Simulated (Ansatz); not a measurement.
Response to strain in Na2PdH4

Start from Na$_{2}$PdH$_{4}$ (space group I4/mmm, No. 139; a = 5.2737 Å, c = 6.5142 Å; a cell from a computed database, its experimental status unchecked). Axes: x, y, z lie along a, b, c of the conventional cell.

Strains are applied to the cell and any free atomic positions relax; under biaxial strain the out-of-plane vector relaxes too.

Level of theory: Ansatz (a program for electronic structure) r2SCAN, no spin-orbit coupling.

Notes on the quantities. pressure: mean of the normal stresses, compression positive.

| change | electron mass | smallest direct gap | pressure | gap character | band gap |
|---|---|---|---|---|---|
| base | 0.62 mₑ along c, 0.38 mₑ across (at P) | 2.65 eV | 0.0 kbar | indirect, M → P | 2.53 eV |
| biaxial strain +0.17 %, plane normal [001], relaxed out of plane | 0.62 mₑ out of plane, 0.38 mₑ in plane (at P) | 2.66 eV | -0.6 kbar | indirect, M → P | 2.53 eV |
| biaxial strain +0.70 %, plane normal [001], relaxed out of plane | 0.62 mₑ out of plane, 0.38 mₑ in plane (at P) | 2.68 eV | -2.7 kbar | indirect, M → P | 2.52 eV |
| biaxial strain +1.73 %, plane normal [001], relaxed out of plane | 0.61 mₑ out of plane, 0.39 mₑ in plane (at P) | 2.72 eV | -6.5 kbar | indirect, M → P | 2.51 eV |
| biaxial strain +3.25 %, plane normal [001], relaxed out of plane | 0.60 mₑ out of plane, 0.39 mₑ in plane (at P) | 2.78 eV | -11.4 kbar | indirect, M → P | 2.50 eV |
| isotropic strain −0.27 % | 0.63 mₑ along c, 0.38 mₑ across (at P) | 2.65 eV | 1.7 kbar | indirect, M → P | 2.52 eV |
| isotropic strain +2.28 % | 0.63 mₑ along c, 0.39 mₑ across (at P) | 2.64 eV | -14.0 kbar | indirect, M → P | 2.58 eV |
| tensor shear ε_yz = +1.55 % | 0.62 mₑ along z, 0.38 mₑ across (off the base's special points) | 2.65 eV | 0.1 kbar | indirect, Y₂ → D | 2.53 eV |

Effective masses come from finite differences of ±0.01 Å⁻¹. Whether these cells are dynamically stable was not tested. k-point labels follow each cell's own Brillouin zone.
